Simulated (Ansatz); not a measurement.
## What isotropic strain +3.00 % does to C

Base system: C in the diamond structure (space group Fd-3m, No. 227; a = 3.5538 Å).

Perturbation: every lattice vector is stretched by 3.00 %, atoms relaxed at fixed cell.

Calculations: PBEsol, PAW, 420 eV (Ansatz, a quantum-chemistry and plane-wave program; scalar-relativistic without spin-orbit coupling). k-mesh 16×16×16 (Γ-centred); smearing 0.05 eV (Fermi–Dirac).

```tsv
quantity	base	changed	shift
volume per atom	5.61 Å³	6.13 Å³	+0.52 Å³
shortest interatomic distance	1.539 Å	1.585 Å	+0.046 Å
energy relative to the base (free energy F)	0 meV/atom	+59 meV/atom	+59 meV/atom
band gap	4.03 eV	3.84 eV	-0.19 eV
smallest direct gap	5.57 eV	5.33 eV	-0.24 eV
width of the top valence band	8.51 eV	7.76 eV	-0.75 eV
electron mass	1.6 mₑ along k, 0.29 mₑ across (off the special points)	1.5 mₑ along k, 0.29 mₑ across (off the special points)	–
hole mass (degenerate bands, along [100])	0.29, 0.29, 0.52 mₑ (at Γ)	0.31, 0.31, 0.48 mₑ (at Γ)	–
```

Effective masses come from finite differences of ±0.01 Å⁻¹. Along k means along the line from Γ to the band edge. No phonon test of stability was made.
